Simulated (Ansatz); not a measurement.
Defect migration in monoclinic HfO2: O vacancy, neutral cell. The step: one O atom jumps into the vacancy from a nearby O site; the atom moves 2.70 Å along (0.01, -0.15, 0.48) of the unit cell; the moving atom starts with neighbours Hf at 2.06, Hf at 2.08, Hf at 2.12; O at 2.55, O at 2.57 Å and ends with Hf at 2.04, Hf at 2.07, Hf at 2.16; O at 2.57, O at 2.59 Å. DFT values are from Ansatz (plane-wave PAW, 420 eV unless said) in a cell of 96 host sites, spin-restricted, static, with no finite-size correction. The charge state is imposed; whether it is stable for some Fermi level was not computed. Forms of the defect that were not tried may lie lower. The start lies 0.14 eV above the lowest site run (PBE). For the PBE band: the program found a first-order saddle point.

| Level | Forward barrier (eV) | Cost of the band or of the saddle's single point |
|---|---|---|
| CHGNet universal potential (has no charge state), its own band | 0.74 | - |
| PBE, the Γ point alone, band relaxed | 1.71 | roughly 60 core-minutes |
| PBE, a 2×2×2 k-point mesh shifted by half a step, same geometries | 1.76 | around 9 core-minutes (rough) |
| r2SCAN at 500 eV, the Γ point alone, same geometries | [?] | very roughly 110 core-seconds |

Q: Fill in the missing entries.

A: 
- r2SCAN at 500 eV, the Γ point alone, same geometries, Forward barrier (eV): 2.01

Ansatz is an electronic-structure program.
